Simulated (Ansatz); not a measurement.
## A series of runs on Re₃Pt (Pm-3m, 4 atoms in the cell)

```
Re3Pt
1.0
    3.81560     0.00000     0.00000
    0.00000     3.81560     0.00000
    0.00000     0.00000     3.81560
Re Pt
3 1
Direct
  0.00000   0.50000   0.50000
  0.50000   0.50000   0.00000
  0.50000   0.00000   0.50000
  0.00000   0.00000   0.00000
```

Base run A: LDA (PW92), default PAW files made with PBE (Ansatz, a first-principles code), self-consistent single point.

Its settings: basis.ecutwfc = 30.9 Ry; kpoints.mp_grid.grid = 6 6 6; hamiltonian.xc = lda; hamiltonian.pseudopotentials = {kind: paw} (the program's default PAW files); scf.occupations.method = methfessel_paxton; scf.occupations.width = 0.02 Ry.

The starting cell was generated: these elements placed on a structure prototype, without a prior relaxation; it need not be a known phase or ordering of this composition. Its lattice was rescaled by a random factor within 2.5 % of one. Spin polarisation is off. In the base run, with a pressure of about 12 GPa the cell is away from its equilibrium volume at this level. Ansatz's pressure includes its estimate of the finite-basis (Pulay) stress.

ΔF is the free energy per atom less that of run A. 

Runs:
- B: scf.algorithm: default → direct_min
- C: scf.eigensolver.kind: default (the program chose band_cg) → davidson
- D: basis.precision: default → f64
- E: scf.self_checks: default → high

| run | ΔF (meV/atom) | pressure (GPa) | iterations |
|---|---|---|---|
| A | 0.00 | 11.83 | 6 |
| B | 0.00 | 11.83 | 9 |
| C | 0.00 | 11.83 | 6 |
| D | 0.00 | 11.83 | 6 |
| E | 0.00 | 11.83 | 6 |

Runs B, C, D, E gave the same state as A (within 1 meV/atom). The fewest iterations to that state were 6 (A, C, D, E); the most were 9.

Keys are those of Ansatz 0.2.
